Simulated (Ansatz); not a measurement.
The starting structures come from a database of crystals and need not be the phases stable at ambient conditions.

Consider the following.

```yaml
crystal:
  lattice:
    - [6.18684, 0.00000, 0.00000]
    - [-0.25109, 11.38418, 0.00000]
    - [-0.12554, 5.69209, 4.14309]
  atoms:
    - { symbol: K, position: [0.66982, 0.15824, 0.00000] }
    - { symbol: K, position: [0.33018, 0.84176, 0.00000] }
    - { symbol: K, position: [0.25586, 0.39844, 0.00000] }
    - { symbol: K, position: [0.74414, 0.60156, 0.00000] }
    - { symbol: Al, position: [0.85521, 0.07568, 0.59812] }
    - { symbol: Al, position: [0.14479, 0.92432, 0.40188] }
    - { symbol: Al, position: [0.14479, 0.32620, 0.59812] }
    - { symbol: Al, position: [0.85521, 0.67380, 0.40188] }
    - { symbol: O, position: [0.00000, 0.00000, 0.50000] }
    - { symbol: O, position: [0.00000, 0.50000, 0.50000] }
    - { symbol: O, position: [0.23317, 0.12210, 0.00000] }
    - { symbol: O, position: [0.76683, 0.87790, 0.00000] }
    - { symbol: O, position: [0.00000, 0.26215, 0.47570] }
    - { symbol: O, position: [0.00000, 0.73785, 0.52430] }
    - { symbol: F, position: [0.61402, 0.18350, 0.37018] }
    - { symbol: F, position: [0.38598, 0.81650, 0.62982] }
    - { symbol: F, position: [0.38598, 0.44632, 0.37018] }
    - { symbol: F, position: [0.61402, 0.55368, 0.62982] }
```

Space group of this cell: C2/m. The cell is taken as given; by r2SCAN its mean pressure is -3.3 GPa.

Transport runs along the normal of the first two printed cell vectors.

The gap is the functional's own, uncorrected, and κ follows it; spin-orbit coupling is left out. Mid-gap values are interpolated between the computed energies.

Compute, with r2SCAN (Ansatz, an electronic-structure program), the band gap and the smallest decay constant κ at mid-gap.

Gap 4.63 eV on a 6×8×8 mesh; κ = 0.452 1/Å, at the zone centre.
